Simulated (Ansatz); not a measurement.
# Effective masses and thermopower of BAs under load (space group I-4m2)

```xyz
2
Lattice="0.0000 2.4094 2.3708 2.4094 0.0000 2.3708 2.4094 2.4094 0.0000" Properties=species:S:1:pos:R:3 pbc="T T T"
B      0.0000     0.0000     0.0000
As     1.2047     1.2047     1.1854
```

These are r2SCAN with spin-orbit coupling, rigid bands (plane waves, PAW; Ansatz, a first-principles code) values and carry that method's errors. Condition of this run: biaxial stress in (001) of -3.2 GPa (compression positive) (the target of the relaxation). How the cell was made: cell and atoms relaxed with PBEsol, then loaded as said.

```yaml
band_gap: 1.09 eV
electron conductivity mass (300 K, dilute): 0.22 (x), 0.22 (y), 1.05 (z) mₑ
hole conductivity mass (300 K, dilute): 0.28 (x), 0.28 (y), 0.32 (z) mₑ
effective density of states N_c (300 K): 1.1e19 cm⁻³
effective density of states N_v (300 K): 3.5e18 cm⁻³
density_of_states_mass_electrons: 0.58 mₑ
density_of_states_mass_holes: 0.27 mₑ
Seebeck coefficient, n-type 1e19 cm⁻³, 300 K: -231 μV/K
Seebeck coefficient, p-type 1e19 cm⁻³, 300 K: 180 μV/K
best p-type power factor at 300 K for τ = 10 fs (best axis; densities from 1e16 to 1e21 cm⁻³ tried, whether or not they can be reached): 7.9 μW/(cm·K²) at 3e20 cm⁻³
```

Rigid bands; masses and Seebeck coefficients take one relaxation time τ for all states and one kind of carrier; polarons and phonon drag are left out. Geometry: cell and atoms relaxed with PBEsol.
